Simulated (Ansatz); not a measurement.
Structures of equal composition on the (110) surface of bcc Nb: a layer of Co in place of the second plane; a layer of Co in place of the third plane. The slabs share one bottom face, and each structure is named by its start. These are constructed structures in small cells; real faces may alloy, dewet or reconstruct in larger ones, and not all known structures of the face are among them. Slabs of about 12 Å with all that they carry, Fermi-Dirac smearing of 0.1 eV. Bottom of the slabs: a bare face, its two planes held. Relaxed from the named starts with such symmetry as they have, on meshes of like density; energies extrapolated to zero smearing; no spin-orbit coupling, no U. Spin-polarised runs, if any, are marked in brackets, and their order is one that fits the cell; the others ran without spin.

The numbers are results of PBE (plane waves to 420 eV, PAW; Ansatz, a quantum-chemistry and plane-wave program), not measurements.

Question: Put the candidates in order of energy per 1x1 cell, lowest first, for PBE.

Answer: a layer of Co in place of the third plane (0.000 eV [spin, 0.7 μB a cell]), a layer of Co in place of the second plane (0.216 eV [spin, 0.8 μB a cell])
